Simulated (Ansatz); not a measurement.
Here is the system:

```xyz
2
Lattice="0.0000 2.7234 2.7234 2.7234 0.0000 2.7234 2.7234 2.7234 0.0000" Properties=species:S:1:pos:R:3 pbc="T T T"
Se     4.0851     4.0851     4.0851
Zn     0.0000     0.0000     0.0000
```

No spin polarisation.

Level of theory: Ansatz (an electronic-structure program) r2SCAN, without spin-orbit coupling, earlier PAW set. Settings: 10×10×10 k-points, 0.05 eV Fermi–Dirac smearing.

Question: What band gap does the calculation give?

Answer: 2.39 eV.

Question: What is the computed width of the top valence band?

Answer: 3.33 eV.

Load acts through the strain it causes; cell and atoms are relaxed under it. Whether these cells are dynamically stable was not tested. Tetrahedral semiconductors of this kind turn to denser phases somewhere between about 1 and 50 GPa; those were not computed, so compressed cells here can lie past the real transition. The cell was made from ZnSe in the zinc blende structure (space group F-43m, No. 216) by this change: pressure 10 GPa.
